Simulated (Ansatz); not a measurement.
System: cubic perovskite CsCdCl3. Method: LDA in Ansatz (plane waves, PAW).

Settings: plane-wave cutoff 520 eV, 8×8×8 k mesh, Fermi–Dirac smearing 0.01 eV, scalar-relativistic PAW data made under PBE.

Cell (measured lattice):

```cif
data_CdCl3Cs
_chemical_formula_sum 'Cs1 Cd1 Cl3'
_space_group_name_H-M_alt 'P 1'
_space_group_IT_number 1
_cell_length_a 5.21000
_cell_length_b 5.21000
_cell_length_c 5.21000
_cell_angle_alpha 90.000
_cell_angle_beta 90.000
_cell_angle_gamma 90.000
loop_
_space_group_symop_operation_xyz
  'x, y, z'
loop_
_atom_site_label
_atom_site_type_symbol
_atom_site_fract_x
_atom_site_fract_y
_atom_site_fract_z
_atom_site_occupancy
Cs1 Cs 0.00000 0.00000 0.00000 1
Cd1 Cd 0.50000 0.50000 0.50000 1
Cl1 Cl 0.50000 0.00000 0.50000 1
Cl2 Cl 0.00000 0.50000 0.50000 1
Cl3 Cl 0.50000 0.50000 0.00000 1
```

Q: Predict the band gap and smallest direct gap on the k points sampled.

A: 
band gap: 1.50 eV
smallest direct gap on the k points sampled: 2.07 eV

Note: cell and atoms aren't relaxed at this level (pressure -2.1 GPa).

Spin–orbit coupling is not included.

The computed numbers hold no vibrational or temperature effects.

Ansatz is a program for electronic structure.
